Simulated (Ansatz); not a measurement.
The parent structure is TiO$_{2}$ in the rutile structure (space group P4_2/mnm, No. 136).

```yaml
crystal:
  lattice:
    - [4.59120, 0.00000, 0.00000]
    - [0.00000, 4.59120, 0.00000]
    - [0.00000, 0.00000, 2.93905]
  atoms:
    - { symbol: Ti, position: [0.00000, 0.00000, 0.00000] }
    - { symbol: Ti, position: [0.50000, 0.50000, 0.50000] }
    - { symbol: O, position: [0.30444, 0.30444, 0.00000] }
    - { symbol: O, position: [0.80444, 0.19556, 0.50000] }
    - { symbol: O, position: [0.19556, 0.80444, 0.50000] }
    - { symbol: O, position: [0.69556, 0.69556, 0.00000] }
```

Cartesian axes are those of the cell as printed.

Method: Kohn–Sham DFT with the PBEsol functional, run in Ansatz (a program for electronic structure) with PAW and 420 eV plane waves, scalar-relativistic without spin-orbit coupling.

Strains are applied to the cell and any free atomic positions relax.

One change was made to it. Results:

The electron mass changes from 0.54 mₑ along c, 1.1 mₑ across (at Γ) to 1.1 mₑ along x, 1.2 mₑ along y, 0.55 mₑ along z (at Γ); the band gap increases by 0.016 eV (1.87 eV → 1.88 eV); the shortest interatomic distance grows by 0.0045 Å to 1.947 Å; the energy rises by 2.9 meV/atom.

Question: What was done to the base?
A. uniaxial strain ε_xx = +0.60 %
B. uniaxial strain ε_xx = +1.80 %
C. uniaxial strain ε_xx = +1.20 %

Answer: B, uniaxial strain ε_xx = +1.80 %. For comparison, the electron mass in the other runs: uniaxial strain ε_xx = +0.60 % gives 0.54 mₑ along z, 1.1 mₑ across (at Γ); uniaxial strain ε_xx = +1.20 % gives 0.55 mₑ along z, 1.1 mₑ across (at Γ).

Masses are band curvatures over ±0.01 Å⁻¹ around the edge. Whether these cells are dynamically stable was not tested. All final runs are without spin polarisation.
